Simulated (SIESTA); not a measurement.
Input and output of a self-consistent single point for SbPt (P1, 4 atoms in the cell) (SIESTA).

Method of the run: LDA PW92, numerical atomic orbitals DZP, PseudoDojo LDA standard norm-conserving potentials (rewritten from UPF to PSML) run with SIESTA.

The change in words: atoms moved at random. Reference geometry:
```
SbPt
1.0
    4.10768     0.00000     0.00000
   -2.05384     3.55735     0.00000
    0.00000     0.00000     5.44670
Sb Pt
2 2
Direct
  0.66667   0.33333   0.75000
  0.33333   0.66667   0.25000
  0.00000   0.00000   0.50000
  0.00000   0.00000   0.00000
```

Reference input (self-consistent single point, DFT, LDA PW92, numerical atomic orbitals DZP, PseudoDojo LDA standard norm-conserving potentials (rewritten from UPF to PSML)): XC.functional = LDA; XC.authors = PW92; potentials = PseudoDojo LDA standard; PAO.BasisSize = DZP; PAO.EnergyShift = 0.005 Ry; MeshCutoff = 300 Ry; kgrid.MonkhorstPack = 8 8 5; OccupationFunction = FD; ElectronicTemperature = 100 meV; MaxSCFIterations = 150; SCF.Mixer.Method = Pulay; SCF.Mixer.Weight = 0.2. This run's input differs from it in these lines:

```diff
@@ -18,6 +18,6 @@
 %block AtomicCoordinatesAndAtomicSpecies
-     2.053840721    1.185782814    4.085021250  1
-    -0.000001721    2.371569186    1.361673750  1
-     0.000000000    0.000000000    2.723347500  2
-     0.000000000    0.000000000    0.000000000  2
+     2.041281503    1.219951180    4.114335362  1
+     0.023317562    2.372985012    1.363280525  1
+    -0.029554748   -0.082487878    2.717062014  2
+     0.018798790    0.046903686   -0.024635401  2
 %endblock AtomicCoordinatesAndAtomicSpecies
```

The program printed (abridged):

```
        iscf     Eharris(eV)        E_KS(eV)     FreeEng(eV)     dDmax    Ef(eV) dHmax(eV)
   scf:    1   -11998.847599   -12037.316616   -12037.382118  0.645970 -2.094904 13.980376
   scf:    2   -12051.767053   -12046.985958   -12047.058247  0.311389 -2.944289  3.233954
   scf:    3   -12047.667569   -12047.457198   -12047.527560  0.100895 -3.196186  1.457255
   scf:    4   -12047.587330   -12047.533508   -12047.604256  0.079465 -3.347679  0.179590
   scf:    5   -12047.536061   -12047.535168   -12047.606102  0.004644 -3.352167  0.044286
   [... 3 lines left out ...]
   scf:    9   -12047.535310   -12047.535309   -12047.606235  0.000181 -3.351821  0.001102
   scf:   10   -12047.535312   -12047.535310   -12047.606235  0.000043 -3.351964  0.000476
   scf:   11   -12047.535310   -12047.535310   -12047.606235  0.000017 -3.351949  0.000023
   scf:   12   -12047.535310   -12047.535310   -12047.606235  0.000001 -3.351954  0.000019
SCF Convergence by DM+H criterion
max |DM_out - DM_in|         :     0.0000010138
max |H_out - H_in|      (eV) :     0.0000192114
SCF cycle converged after 12 iterations

Using DM_out to compute the final energy and forces

siesta: E_KS(eV) =           -12047.5353

siesta: E_KS - E_eggbox =    -12047.5353

siesta: Atomic forces (eV/Ang):
     1    0.166407   -0.504178   -0.202774
     2   -0.355630   -0.118144   -0.043495
     3    0.225129    0.587527   -0.176188
     4   -0.037242    0.037119    0.422306
   Tot   -0.001335    0.002324   -0.000151
   Max    0.587527
   Res    0.299075    sqrt( Sum f_i^2 / 3N )
   Max    0.587527    constrained

Stress tensor Voigt[x,y,z,yz,xz,xy] (kbar):      -56.43      -68.79      -63.76        1.02       -2.14       -9.37
(Free)E + p*V (eV/cell)   -12044.4769
   [... lines left out ...]
siesta: FreeEng =    -12047.606235
siesta: Cell volume =         79.589575 Ang**3
siesta:          62.99483295         76.42776630  kBar
   [... lines left out ...]
              0.352   1.781   1.859   1.748   1.858   1.780  -0.014  -0.086

             -0.034  -0.080  -0.012

mulliken: Qtot =       66.000

Mulliken Atomic Populations:
Atom #   charge [q] valence [e]  Species
     1    -0.068702   15.068702  Sb
     2    -0.083173   15.083173  Sb
     3     0.076934   17.923066  Pt
     4     0.074940   17.925060  Pt
 Total     0.000000
```

The run converged in 12 iterations. Against the reference run the free energy rises by 12.0 meV/atom, the pressure goes from 5.95 to 6.30 GPa and the largest force goes from 0.000 to 0.653 eV/Å.

The starting cell comes from a database of computed structures (which also holds hypothetical and non-ambient phases and stackings), without a prior relaxation at this level. Its lattice was rescaled by a random factor within 2.5 % of one. For this run, on top of that: atoms moved at random. Spin polarisation is off. Values carry the incompleteness of an atom-centred basis. With a pressure of about 6 GPa the cell is away from its equilibrium volume at this level.

Cost on one core of a shared machine: roughly 90 s.
